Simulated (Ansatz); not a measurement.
**A constructed model of the (111) surface of fcc Pt, a pseudomorphic layer of Ni in the host's stacking (bottom of the slab: a bare face, its two planes held)**

Calculation: PBE (plane waves to 420 eV, PAW; Ansatz, a program for electronic structure).

Slab: 7 atoms, 13.6 Å thick at the start; k 15x15x1, smearing 0.1 eV, dipole-corrected; 2 atoms held, the rest relaxed; held to the start's symmetry, so lower structures may exist; spin-polarised, ending with about 1.2 μB a cell; orders that need a larger cell were not tried, no spin-orbit, no U. It is one candidate, not shown to be the stable structure of the face.

```
Property                                                       Value
-----------------------------  -------------------------------------
work function of the top face                                4.83 eV
energy released by relaxation                               0.092 eV
magnetic moment of the cell                                  1.18 μB
cost                           about 5 core-minutes (a rough figure)
```
